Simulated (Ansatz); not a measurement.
**Tl, response to strain**

Start from Tl in the hcp (Mg type) structure (space group P6_3/mmc, No. 194; relaxed with 0.1 eV smearing).

```
CELL_PARAMETERS angstrom
      3.47606     0.00000     0.00000
     -1.73803     3.01036     0.00000
      0.00000     0.00000     5.47151
ATOMIC_POSITIONS crystal
  Tl 0.66667 0.33333 0.75000
  Tl 0.33333 0.66667 0.25000
```

Cartesian axes are those of the cell as printed.

Strains are applied to the cell and any free atomic positions relax; under biaxial strain the out-of-plane vector relaxes too.

The values are results of PBEsol (Ansatz, a first-principles code), spin-orbit coupling left out, not measurements.

Candidates:
(a) biaxial strain −0.50 %, plane normal [001], relaxed out of plane
(b) biaxial strain +3.00 %, plane normal [001], relaxed out of plane
(c) biaxial strain +1.00 %, plane normal [001], relaxed out of plane
(d) biaxial strain +1.50 %, plane normal [001], relaxed out of plane

### Question
Order them by out-of-plane strain, lowest first.

### Answer
(b) biaxial strain +3.00 %, plane normal [001], relaxed out of plane (-2.50 %), (d) biaxial strain +1.50 %, plane normal [001], relaxed out of plane (-1.32 %), (c) biaxial strain +1.00 %, plane normal [001], relaxed out of plane (-0.93 %), (a) biaxial strain −0.50 %, plane normal [001], relaxed out of plane (+0.56 %)

Whether these cells are dynamically stable was not tested.
